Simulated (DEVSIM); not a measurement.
Device: Ni/SiO2/n-Si capacitor, at 300 K.

Layer 1 from the left is SiO2, thickness (nm) 56.0. Layer 2 from the left is Si, thickness (nm) 11000, Nd (cm⁻³) 2.8e15.

Metal gate on the left, work function 5.1 eV. Fixed charge at the semiconductor interface 4.2e10 cm⁻² (in units of +e); no interface traps.

This is a model device: material constants are rounded textbook-type values typed into the input, and sizes, dopings and lifetimes were drawn at random. Values at 300 K.

SiO2: gap (eV) 9, affinity (eV) 0.9, permittivity 3.9. Si: gap (eV) 1.124, affinity (eV) 4.05, permittivity 11.7, Nc (cm⁻³) 2.86e19, Nv (cm⁻³) 3.1e19.

Estimate by hand the flat-band voltage, the threshold voltage, and compare with a numerical solution.


- Flat-band voltage: C = 0.0617 μF/cm², work-function difference 0.811 V; VFB = φms − qNf/C = 0.70 V; numerical 0.70 V.
- Threshold voltage: φF = 0.322 V, depletion charge √(4εqNφF) = 2.45e-8 C/cm²; VT = VFB − 2φF − Qd/C = -0.34 V; numerical -0.34 V.

DEVSIM, 1D Poisson equation in equilibrium, Boltzmann statistics, complete ionisation; no quantum confinement or tunnelling. Metal contacts follow the ideal Schottky-Mott rule: no Fermi-level pinning, no interface dipoles.
